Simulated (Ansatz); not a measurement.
**AlAs, element substitutions**

Base system: AlAs in the zinc blende structure (space group F-43m, No. 216; a = 5.675 Å).

Each row replaces one element on all its sites; cell and atoms are relaxed.

All numbers come from PBEsol (Ansatz, a program for electronic structure), scalar-relativistic without spin-orbit coupling.

**Question.** Only one of these keeps a band gap. Which?
A. As → Sn
B. As → N
C. As → Cu

**Answer.** B, As → N. Computed: As → Sn: zero; As → N: 3.19 eV; As → Cu: zero

Whether these cells are dynamically stable was not tested. As relaxed here, AlSn and AlCu are hypothetical phases, not in the database extracts checked. The final runs are not spin-polarised. This is not the structure that AlN has at room temperature and ambient pressure.
